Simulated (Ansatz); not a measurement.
GaCuSe2: pressure series

The parent structure is GaCuSe₂ in the chalcopyrite structure (space group I-42d, No. 122).

```xyz
8
Lattice="-2.8359 2.8359 5.6313 2.8359 -2.8359 5.6313 2.8359 2.8359 -5.6313" Properties=species:S:1:pos:R:3 pbc="T T T"
Ga     0.0000     0.0000     5.6313
Ga     2.8359     0.0000     2.8157
Cu     0.0000     0.0000     0.0000
Cu     0.0000     2.8359     2.8157
Se     1.4532     1.4179     7.0391
Se     4.2538     1.3827    -1.4078
Se     1.3827     1.4179     1.4078
Se    -1.4179     1.4532     4.2235
```

Cell and atoms are relaxed at each pressure.

Calculations: Ansatz (an electronic-structure program) PBE, no SOC.

Before the change:

| Property | Value |
|---|---|
| Band gap | zero |

Question: The aim is a band gap between 0.96 eV and 1.06 eV. Which of these changes reaches it?
A) pressure 4.5 GPa
B) pressure 2.1 GPa
C) pressure 22.5 GPa

Answer: C, pressure 22.5 GPa. It gives 1.01 eV; pressure 2.1 GPa gives 0.12 eV; pressure 4.5 GPa gives 0.25 eV. Changes not listed may reach it too

Load acts through the strain it causes; cell and atoms are relaxed under it. Whether these cells are dynamically stable was not tested. No other phases were tried under pressure. All final runs are without spin polarisation. The zero or small gap of GaCuSe2 can change with the level of theory.
